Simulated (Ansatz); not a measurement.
Base system: AlN in the wurtzite structure (space group P6_3mc, No. 186).

```xyz
4
Lattice="3.1066 0.0000 0.0000 -1.5533 2.6904 0.0000 0.0000 0.0000 4.9780" Properties=species:S:1:pos:R:3 pbc="T T T"
Al     0.0000     1.7936     4.9610
Al     1.5533     0.8968     2.4720
N      0.0000     1.7936     1.8828
N      1.5533     0.8968     4.3718
```

Calculations: DFT with r2SCAN, PAW potentials and a 500 eV plane-wave cutoff in Ansatz (a first-principles code), no spin-orbit coupling, earlier PAW set.

Base values:

| Property | Value |
|---|---|
| Lattice parameter a | 3.107 Å |
| Band gap | 4.87 eV |

Now apply this change: a hydrostatic pressure of 4.5 GPa.

Question: How does this affect the lattice parameter a?

Answer: The lattice parameter a drops by 0.020 Å, from 3.107 Å to 3.087 Å.

Question: What happens to the band gap?

Answer: The band gap rises by 0.18 eV to 5.05 eV.

Load acts through the strain it causes; cell and atoms are relaxed under it. Stability against distortions was not tested. Tetrahedral semiconductors of this kind turn to denser phases somewhere between about 1 and 50 GPa; those were not computed, so compressed cells here can lie past the real transition.
